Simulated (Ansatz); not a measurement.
Consider BP in the zinc blende structure (space group F-43m, No. 216; a = 4.5366 Å). Axes: x, y, z lie along the cube axes.

All numbers come from r2SCAN (Ansatz, a program for electronic structure), no spin-orbit coupling.

Strains are applied to the cell and any free atomic positions relax; under biaxial strain the out-of-plane vector relaxes too.

One change was made to it. Results:

The band gap falls by 0.455 eV to 0.96 eV; the smallest direct gap drops by 0.40 eV, from 3.60 eV to 3.20 eV; the energy goes up by 16 meV/atom.

Problem. Which of these changes matches the shifts?
(A) biaxial strain +2.36 %, plane normal [001], relaxed out of plane
(B) biaxial strain +2.18 %, plane normal [110], relaxed out of plane
(C) biaxial strain −0.43 %, plane normal [001], relaxed out of plane

Solution. A, biaxial strain +2.36 %, plane normal [001], relaxed out of plane. For comparison, the band gap in the other runs: biaxial strain +2.18 %, plane normal [110], relaxed out of plane gives 1.27 eV; biaxial strain −0.43 %, plane normal [001], relaxed out of plane gives 1.35 eV.

A biaxial case was relaxed in a doubled cell and then solved in the primitive one. No phonon test of stability was made.
